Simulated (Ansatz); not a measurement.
Band structure of ZnF2 (P4_2/mnm, 6 atoms in the cell).

```xyz
6
Lattice="4.7000 0.0000 0.0000 0.0000 4.7000 0.0000 0.0000 0.0000 3.1300" Properties=species:S:1:pos:R:3 pbc="T T T"
Zn     0.0000     0.0000     0.0000
Zn     2.3500     2.3500     1.5650
F      1.4241     1.4241     0.0000
F      3.7741     0.9259     1.5650
F      0.9259     3.7741     1.5650
F      3.2759     3.2759     0.0000
```

Computed with PBE, PAW files (plane waves; Ansatz, a program for electronic structure).

Settings: basis.ecutwfc = 420 eV; kpoints.mp_grid.grid = 5 5 7; hamiltonian.xc = pbe; hamiltonian.pseudopotentials = {kind: paw} (an earlier, softer set of the program's PAW files); scf.occupations.method = fermi_dirac; scf.occupations.width = 0.01 eV; kpoints.band_path.npoints = 8.

The starting cell has typed, rounded lattice constants, without a prior relaxation at this level.

Question: Predict the gap along the standard path and the places of the band edges.

Answer: The gap along the path is 3.57 eV, direct at Γ to within 0.01 eV.

Levels in eV from the top of the valence band on the path, bands 23 to 30:
```tsv
point	23	24	25	26	27	28	29	30
Γ	-1.18	-0.36	-0.36	0.00	3.57	9.43	9.71	9.71
X	-0.65	-0.65	-0.44	-0.44	6.18	6.18	10.63	10.63
M	-1.27	-1.27	-0.37	-0.37	7.11	7.11	9.26	9.26
Z	-1.31	-1.31	-1.26	-1.26	8.34	8.34	11.98	11.98
R	-1.34	-1.34	-0.06	-0.06	8.85	8.85	10.42	10.42
A	-1.26	-1.26	-0.80	-0.80	8.17	8.17	11.56	11.56
```

Keys are those of Ansatz 0.2.
